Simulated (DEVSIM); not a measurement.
Device: Ru/HfO2/SiO2/n-Si capacitor, at 300 K.

| layer (left to right) | material | thickness (nm) | Nd (cm⁻³) |
|---|---|---|---|
| 1 | HfO2 | 13.0 | - |
| 2 | SiO2 | 1.20 | - |
| 3 | Si | 1500 | 1.4e17 |

Metal gate on the left, work function 4.7 eV. Fixed charge at the semiconductor interface -3.9e10 cm⁻² (in units of +e); no interface traps.

The device is made up for the run: typed textbook-type constants, with dimensions and the other settings drawn at random. Values at 300 K; Nc and Nv go as T^1.5, mobilities as T to minus their exponent, the gap by Varshni's rule with the affinity fixed.

```
parameter         HfO2  SiO2        Si
----------------  ----  ----  --------
gap (eV)           5.7     9     1.124
affinity (eV)      2.5   0.9      4.05
permittivity        22   3.9      11.7
Nc (cm⁻³)            -     -   2.86e19
Nv (cm⁻³)            -     -    3.1e19
Varshni α (eV/K)     -     -  0.000473
Varshni β (K)        -     -       636
```

Model (solved in DEVSIM): 1D Poisson equation in equilibrium, Boltzmann statistics, complete ionisation; no quantum confinement or tunnelling. Metal contacts follow the ideal Schottky-Mott rule: no Fermi-level pinning, no interface dipoles.

The temperature was swept, all else fixed.

```
temperature (K)  minimum of the low-frequency capacitance (μF/cm²)  threshold voltage (band bending 2φF) (V)  flat-band voltage (V)
---------------  -------------------------------------------------  ----------------------------------------  ---------------------
250                                                          0.110                                     -0.58                   0.55
300                                                          0.115                                     -0.53                   0.52
350                                                          0.124                                     -0.48                   0.49
400                                                          0.131                                     -0.42                   0.46
450                                                          0.143                                     -0.36                   0.43
500                                                          0.160                                     -0.30                   0.39
```

From the first row to the last the minimum of the low-frequency capacitance goes from 0.110 to 0.160. From the first row to the last the threshold voltage (band bending 2φF) goes from -0.58 to -0.30.
